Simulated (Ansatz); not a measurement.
Start from ZnS in the wurtzite structure (space group P6_3mc, No. 186).

Space group P6₃mc (No. 186); a = 3.8451 Å, b = 3.8451 Å, c = 6.3057 Å, α = 90.00°, β = 90.00°, γ = 120.00°

| atom | site | symmetry | x | y | z |
|---|---|---|---|---|---|
| Zn | 2b | 3m. | 0.3333 | 0.6667 | 0.4999 |
| S | 2b | 3m. | 0.3333 | 0.6667 | 0.1253 |

Levels (all Ansatz, a quantum-chemistry and plane-wave program, PAW): PBE (420 eV, no spin-orbit coupling); r2SCAN (500 eV, spin-orbit coupling left out).

The geometry is relaxed with PBE.

* **PBE width of the top valence band**: 2.03 eV
* **PBE pressure**: 0.00 GPa
* **PBE electron mass**: 0.16 mₑ along c, 0.18 mₑ across (at Γ)
* **PBE band gap**: 2.08 eV

### Question
What does r2SCAN give at this geometry for the width of the top valence band, pressure, electron mass and band gap?

### Answer
The width of the top valence band increases by 0.051 eV to 2.09 eV; the pressure goes from zero to -2.20 GPa; the electron mass changes from 0.16 mₑ along c, 0.18 mₑ across (at Γ) to 0.17 mₑ along c, 0.20 mₑ across (at Γ); the band gap rises by 0.56 eV (2.08 eV → 2.64 eV).

Single points use the geometry relaxed with PBE. Their cutoffs differ, which shifts pressures a little. Masses are band curvatures over ±0.01 Å⁻¹ around the edge. Stability against distortions was not tested.
